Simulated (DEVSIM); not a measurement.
Structure: Schottky contact on n-type Si, at 300 K.

Layer 1 from the left is Si, thickness (μm) 4.20, Nd (cm⁻³) 2.1e17, τn (s) 2.2e-6, τp (s) 2.2e-6. Layer 2 from the left is Si, thickness (μm) 2.20, Nd (cm⁻³) 1.5e18, τn (s) 2.2e-6, τp (s) 2.2e-6.

Left contact: Schottky, work function 4.81 eV, emission velocity 2.7e6 cm/s. Right contact: ohmic. Voltage is applied to the left contact. Recombination: SRH at mid-gap, Auger. Mobility is μmin + (μ − μmin)/(1 + (N/Nref)^α).

The device is made up for the run: typed textbook-type constants, with dimensions and the other settings drawn at random. Values at 300 K.

Si: gap (eV) 1.124, affinity (eV) 4.05, permittivity 11.7, Nc (cm⁻³) 2.86e19, Nv (cm⁻³) 3.1e19, μn (cm²/Vs) 1417, μp (cm²/Vs) 470, μn,min 52, μp,min 45, Nref,n 9.7e16, Nref,p 2.2e17, αn 0.68, αp 0.72, Cn (cm⁶/s) 2.8e-31, Cp (cm⁶/s) 9.9e-32.

Model (solved in DEVSIM): 1D drift-diffusion, Boltzmann statistics, complete ionisation; no tunnelling, impact ionisation, image-force lowering or self-heating. Metal contacts follow the ideal Schottky-Mott rule: no Fermi-level pinning, no interface dipoles.

Question: What does the simulation give for the dark forward voltage at 100 A/cm², the dark forward voltage at 1 A/cm²?

Answer: dark forward voltage at 100 A/cm² 0.462 V; dark forward voltage at 1 A/cm² 0.339 V.
